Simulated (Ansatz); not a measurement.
# Pressure series in hypothetical diamond Ag

Start from Ag in the diamond structure (space group Fd-3m, No. 227; a = 6.2178 Å; a hypothetical phase, not in the database extracts checked).

Cell and atoms are relaxed at each pressure.

Method: DFT with PBE, PAW potentials and a 420 eV plane-wave cutoff in Ansatz (a program for electronic structure), scalar-relativistic without spin-orbit coupling.

```
pressure (GPa)  volume per atom (Å³/atom)
--------------  -------------------------
-2                                 32.713
-1                                 31.172
0                                  30.049
0.3                                29.760
0.7                                     ?
3                                  27.764
5                                  26.689
7.5                                25.637
10                                 24.790
```

Problem. Fit the third-order Birch–Murnaghan form P(V) = (3B₀/2)[(V₀/V)^(7/3) − (V₀/V)^(5/3)]·[1 + (3/4)(B₀′ − 4)((V₀/V)^(2/3) − 1)] (squares taken in P) to the rows shown and predict the withheld row.

Solution. Least squares on the printed values gives V₀ = 30.052 Å³/atom, B₀ = 30.1 GPa, B₀′ = 5.7; this predicts 29.403 Å³/atom, and the run gives 29.416 Å³/atom, 0.013 higher.

Load acts through the strain it causes; cell and atoms are relaxed under it. Whether these cells are dynamically stable was not tested. Competing high-pressure phases were not computed.
